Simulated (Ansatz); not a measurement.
The reference is CsPbCl₃ in the cubic perovskite structure (space group Pm-3m, No. 221; a = 5.6735 Å).

Computed with r2SCAN in Ansatz (plane waves to 500 eV, PAW, no SOC).

Before the change:

| Quantity | Result |
|---|---|
| Band gap | 2.46 eV |
| Electron mass | 0.12, 0.88, 0.88 mₑ (at R) |

It is then changed as follows: cell and atoms relaxed at a pressure of 7 GPa.

Q: Estimate the effect on the band gap and electron mass.

A: The band gap shrinks by 1.04 eV, from 2.46 eV to 1.42 eV; the electron mass (degenerate bands, along [100]) changes from 0.12, 0.88, 0.88 mₑ (at R) to 0.082, 0.68, 0.68 mₑ (at R).

Spin-orbit coupling, missing from the scalar runs, can matter with Pb. Load acts through the strain it causes; cell and atoms are relaxed under it. Effective masses come from finite differences of ±0.01 Å⁻¹. No phonon test of stability was made. Competing high-pressure phases were not computed. Many cubic perovskites are stable only at high temperature; tilts and polar distortions were not tested. This is not the structure that CsPbCl3 has at room temperature and ambient pressure.

Ansatz is a program for electronic structure.
